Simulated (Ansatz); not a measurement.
Band structure of TiO2 (I4/m, 12 atoms in the cell).

```yaml
crystal:
  lattice:
    - [-4.35076, 4.35076, 1.88756]
    - [4.35076, -4.35076, 1.88756]
    - [4.35076, 4.35076, -1.88756]
  atoms:
    - { symbol: Ti, position: [0.29228, 0.00286, 0.29514] }
    - { symbol: Ti, position: [0.70772, 0.99714, 0.70486] }
    - { symbol: Ti, position: [0.00286, 0.70772, 0.71058] }
    - { symbol: Ti, position: [0.99714, 0.29228, 0.28942] }
    - { symbol: O, position: [0.49886, 0.15078, 0.64964] }
    - { symbol: O, position: [0.50114, 0.84922, 0.35036] }
    - { symbol: O, position: [0.15078, 0.50114, 0.65192] }
    - { symbol: O, position: [0.84922, 0.49886, 0.34808] }
    - { symbol: O, position: [0.16166, 0.84040, 0.00206] }
    - { symbol: O, position: [0.83834, 0.15960, 0.99794] }
    - { symbol: O, position: [0.84040, 0.83834, 0.67874] }
    - { symbol: O, position: [0.15960, 0.16166, 0.32126] }
```

Method of the run: r2SCAN, default PAW files made with PBE (plane waves; Ansatz, a quantum-chemistry and plane-wave program).

Settings: kpoints.mp_grid.grid = 4 4 4; hamiltonian.xc = r2scan; hamiltonian.pseudopotentials = {kind: paw} (the program's default PAW files); scf.occupations.method = fixed; kpoints.band_path.npoints = 16.

The starting cell comes from a database of computed structures (which also holds hypothetical and non-ambient phases and stackings), without a prior relaxation at this level.

Question: Predict the gap along the standard path and the places of the band edges.

Answer: The gap along the path is 2.01 eV, from M to Γ; the smallest direct gap on it is 2.72 eV.

Levels in eV from the top of the valence band on the path, bands 45 to 52:
```
point     45     46     47     48    49    50    51    52
-----  -----  -----  -----  -----  ----  ----  ----  ----
Γ      -0.99  -0.99  -0.99  -0.71  2.01  3.40  3.40  3.44
X      -1.22  -0.98  -0.98  -0.67  2.66  2.91  3.12  3.67
M      -1.28  -1.19  -1.19   0.00  3.25  3.25  3.30  3.47
Z      -1.00  -0.50  -0.50  -0.31  3.01  3.56  3.56  3.90
P      -1.23  -1.10  -1.01  -0.21  2.98  3.49  3.49  3.69
N      -0.83  -0.75  -0.70  -0.37  3.20  3.54  3.62  3.68
Z1     -1.00  -0.50  -0.50  -0.31  3.01  3.56  3.56  3.90
```

Keys are those of Ansatz 0.2.
